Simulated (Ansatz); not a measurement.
BP, response to strain

Take BP in the zinc blende structure (space group F-43m, No. 216; a = 4.5366 Å) as the base. Axes: x, y, z lie along the cube axes.

Strains are applied to the cell and any free atomic positions relax; under biaxial strain the out-of-plane vector relaxes too.

All numbers come from r2SCAN/PAW in Ansatz (a quantum-chemistry and plane-wave program), scalar-relativistic without spin-orbit coupling.

Notes on the quantities. energy relative to the base: free energy F.

| biaxial strain, plane normal [001], relaxed out of plane (%) | energy relative to the base (meV/atom) |
|---|---|
| 0 | 0.0 |
| 0.5 | 0.7 |
| 1 | 2.9 |
| 1.5 | 6.4 |
| 2 | ? |
| 2.5 | 17.5 |
| 3 | 25.0 |

Question: Fit ΔE = Aε² + Bε³ (ε in %) to the rows shown and predict the withheld row.

Answer: Least squares on the printed values gives A = 2.92 and B = -0.047 meV/atom (largest residual 0.0 meV/atom); this predicts 11.3 meV/atom, and the run gives 11.3 meV/atom, in agreement.

No phonon test of stability was made.
